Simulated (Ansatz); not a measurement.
# A constructed model of the (100) surface of fcc Ag, a pseudomorphic layer of Mg in the host's stacking (bottom of the slab: a bare face, its two planes held)

Level of theory: PBE (plane waves to 420 eV, PAW; Ansatz, an electronic-structure program).

Set-up: 7 atoms, 12.5 Å thick at the start; mesh 13x13x1; 0.1 eV smearing; dipole correction on; 2 atoms held, the rest relaxed; start symmetry kept, larger cells not searched; no spin, no spin-orbit, no U. It is one candidate, not shown to be the stable structure of the face.

```
Item                                             Result
-----------------------------  ------------------------
work function of the top face                   3.77 eV
energy released by relaxation                  0.014 eV
cost                           roughly 2.8 core-minutes
```
